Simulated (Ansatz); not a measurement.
A self-consistent single point of SiO₂ (P4_2/mnm, 6 atoms in the cell) with Ansatz (a quantum-chemistry and plane-wave program)

Method: PBE (plane waves, PAW; Ansatz).

Input:

Ansatz 0.2 input:
```yaml
crystal:
  lattice:
    - [4.192540, 0.000000, 0.000000]
    - [0.000000, 4.192540, 0.000000]
    - [0.000000, 0.000000, 2.678010]
  atoms:
    - { symbol: Si, position: [0.000000, 0.000000, 0.000000] }
    - { symbol: Si, position: [0.500000, 0.500000, 0.500000] }
    - { symbol: O, position: [0.306000, 0.306000, 0.000000] }
    - { symbol: O, position: [0.806000, 0.194000, 0.500000] }
    - { symbol: O, position: [0.194000, 0.806000, 0.500000] }
    - { symbol: O, position: [0.694000, 0.694000, 0.000000] }
basis:
  ecutwfc: 30.9 Ry
kpoints:
  mp_grid: { grid: [6, 6, 9] }
hamiltonian:
  xc: pbe
  pseudopotentials: { kind: paw }
scf:
  occupations: { method: fermi_dirac, width: 0.0015 Ry }
output:
  forces: true
  eigenvalues: true
  stress: true
```

Output (repeated stretches shortened):

```
WARN ansatz: RAYON_NUM_THREADS=1 ignored (pool sized by the plan → 1); use --threads N
Pseudopotentials: kind: paw
Pseudopotential: Si, paw, valence charge 4
Pseudopotential: O, paw, valence charge 6
Crystal: 6 atoms, lattice volume = 47.072 Å³
Basis set: ecut = 420.4159175005146 eV, 917 PW (Γ), exchange–correlation on 60×60×36 points (8 copies of the dense FFT grid, shifted against one another)
Bands: 22, of which v1, the nominal top of the filled ones, is band 16 counted from 1 (15 counted from 0)
Symmetry: 16 space group operations
Space group: P42/mnm (ITA 136), of the structure as read, at distance tolerance 3.6e-5 Å
k-points: 50 of 324
Initial density: superposition of atomic densities (neutral atoms: chi_scale 0, normalization atom), corrected by the library's trained network
Initial wavefunctions: pseudopotential atomic-orbital guess
Eigensolver: davidson
Functional: x = pbe(κ = 0.804, μ = 0.2195149727645171), c = pbe(β = 0.06672455060314922)
SCF iter   1: F=—  HF=-3546.992419 eV  |F-HF|=—  |Δ(HF+E_count)|=         —  Δρ=3.12e-3  dr2=1.64e-3  ethr=1.77e-3  ⟨swp⟩=6.3  Hψ=6058  notcnv=0
all-band conjugate gradients solve this SCF's bands
preconditioner: auto → none
SCF iter   2: F=—  HF=-3546.993151 eV  |F-HF|=—  |Δ(HF+E_count)|=   7.32e-4  Δρ=1.54e-3  dr2=3.72e-4  ethr=5.12e-6  ⟨swp⟩=2.0  Hψ=2449  notcnv=0  defer=72
SCF iter   3: F=—  HF=-3546.993231 eV  |F-HF|=—  |Δ(HF+E_count)|=   8.05e-5  Δρ=6.68e-4  dr2=5.84e-5  ethr=1.16e-6  ⟨swp⟩=2.0  Hψ=1607  notcnv=0  defer=72
SCF iter   4: F=—  HF=-3546.993207 eV  |F-HF|=—  |Δ(HF+E_count)|=   2.38e-5  Δρ=9.72e-5  dr2=2.89e-6  ethr=1.83e-7  ⟨swp⟩=2.0  Hψ=1795  notcnv=0  defer=72
SCF iter   5: F=—  HF=-3546.993207 eV  |F-HF|=—  |Δ(HF+E_count)|=   9.24e-8  Δρ=3.32e-5  dr2=3.50e-7  ethr=9.02e-9  ⟨swp⟩=2.0  Hψ=1774  notcnv=0  defer=72
SCF iter   6: F=-3546.993207 eV  HF=-3546.993207 eV  |F-HF|=1.58e-8  |Δ(HF+E_count)|=   7.76e-8  Δρ=9.46e-6  dr2=2.59e-8  ethr=3.13e-10  ⟨swp⟩=7.7  Hψ=4545  notcnv=0
SCF 1 converged in 6 iterations: F = -3546.993207 eV  dr2 = 2.59e-8
SCF converged after 6 iterations
Free energy (F): -3546.993207 eV
Harris-Foulkes:  -3546.993207 eV  (|F-HF|=1.58e-8)
Internal energy: -3546.993207 eV  (E = F + TS)
E sigma→0 (E₀):  -3546.993207 eV
Fermi energy:    13.131287 eV
--- Per-component energies (eV) ---
  E_band       = 62.690916
  E_kinetic    = 814.374723
  E_local      = -1225.750632  (includes V_loc(G=0)·N_el)
  E_nonlocal   = 236.360917
  E_hartree    = 434.992949
  E_xc         = -412.004240
  E_vxc        = -479.702631  (∫ρ·V_xc dr)
  E_paw        = -1661.763671  (= ΣΔE_a)
  E_vpaw       = -152.591849  (= ΣTr[D̂ρ^β])
  E_aug_tail   = 0.010196  (compensation charges beyond the density's cutoff)
  E_ewald      = -1733.213450
  E_smearing   = -0.000000  (= −TS)
  E_closure    = -0.000000  (closes the sum)
  Σ components = -3546.993207   (vs F -3546.993207, Δ=0.00e0)
--- Forces (eV/Å), atoms counted from 1 ---
  atom   1  Si    -0.00000000     0.00000000     0.00000000
  atom   2  Si    -0.00000000    -0.00000000     0.00000000
  atom   3  O     -0.01855013    -0.01855013     0.00000000
  atom   4  O     -0.01855013     0.01855013     0.00000000
  atom   5  O      0.01855013    -0.01855013     0.00000000
  atom   6  O      0.01855013     0.01855013     0.00000000
  max |Σ_I F_I| component: 1.73e-17 eV/Å
--- Stress (GPa, compression-positive) ---
        7.130032       0.000000       0.000000
        0.000000       7.130032       0.000000
        0.000000       0.000000       7.141088
  P = ⅓ Tr σ = 7.1337 GPa (71.337 kbar)
  The stress holds the Pulay correction. Without it, at fixed plane waves, as pw.x and ABINIT print it: P = 6.0945 GPa
--- Band table (eV; the first three rows and the last of 50) ---
  k-point 0: bands = ["-12.0302", "-8.4565", "-8.4565", "-8.2189", "-0.3944", "4.0608", "4.0608", "4.2661", "5.0698", "5.3787", "7.3186", "7.3186", "7.9193", "9.5475", "9.5475", "10.4206", "15.8420", "17.0917", "18.8507", "18.8507", "21.5435", "22.0167"]
  k-point 1: bands = ["-11.8678", "-8.3745", "-8.3745", "-8.2010", "-0.3321", "4.1973", "4.1973", "4.4439", "4.6197", "5.1493", "6.7680", "6.7680", "7.3289", "9.4303", "9.4303", "10.2740", "16.4417", "17.9571", "19.5609", "19.5609", "20.8562", "22.7834"]
  k-point 2: bands = ["-11.3973", "-8.2143", "-8.1559", "-8.1559", "-0.1859", "3.8303", "4.2989", "4.5860", "4.5860", "4.9647", "5.5679", "5.5679", "6.2707", "9.0573", "9.0573", "9.8113", "17.5293", "19.7745", "20.5042", "21.1686", "21.1686", "23.7669"]
  k-point 49: bands = ["-9.0932", "-9.0932", "-7.9226", "-7.9226", "-0.1695", "-0.1695", "2.4342", "2.4342", "5.9089", "5.9089", "5.9402", "5.9402", "8.6972", "8.6972", "8.8648", "8.8648", "17.5671", "17.5671", "21.4252", "21.4252", "22.1430", "22.1430"]
```

The run converged in 6 iterations.

The starting cell has typed, rounded lattice constants, without a prior relaxation at this level. Its lattice was rescaled by up to half a per cent. With a pressure of about 7 GPa the cell is away from its equilibrium volume at this level. Ansatz's pressure includes its estimate of the finite-basis (Pulay) stress. Without the estimate this run gives 6.09 GPa.
